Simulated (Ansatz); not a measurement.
## HfS2 under a change: isotropic strain −2.50 %

Base system: HfS$_{2}$ in the CdI2 type structure (space group P-3m1, No. 164; a = 3.606 Å, c = 5.768 Å; layered, stacked along the Cartesian z axis).

Now apply this change: the cell is scaled by 0.9750 in all directions; the atoms relax in the strained cell.

Level of theory: plane-wave PAW DFT at the PBE-D3(BJ) level (Ansatz, a program for electronic structure, 420 eV), no spin-orbit coupling. k-mesh 11×11×6 (Γ-centred); smearing 0.05 eV (Fermi–Dirac).

```csv
quantity,base,changed,shift
volume per atom,21.65 Å³,20.06 Å³,-1.583 Å³
space group,P-3m1 (No. 164),P-3m1 (No. 164),–
shortest interatomic distance,2.541 Å,2.516 Å,-0.0242 Å
energy relative to the base (free energy F),0 meV/atom,+19 meV/atom,+19 meV/atom
"pressure (mean of the normal stresses, compression positive)",0.00 GPa,4.13 GPa,+4.13 GPa
band gap,0.85 eV,0.47 eV,-0.38 eV
gap character,"indirect, Γ → L","indirect, Γ → L",–
smallest direct gap,1.81 eV,1.50 eV,-0.31 eV
mean gap deformation potential ΔEg/Δln V,–,+5.0 eV,–
"valence-band top at Γ (three highest levels, from the VBM)",–,"0.00, -0.18, -0.18 eV",–
largest internal atomic displacement,–,0.068 Å,–
```

Spin-orbit coupling, missing from the scalar runs, can matter with Hf. Whether these cells are dynamically stable was not tested.
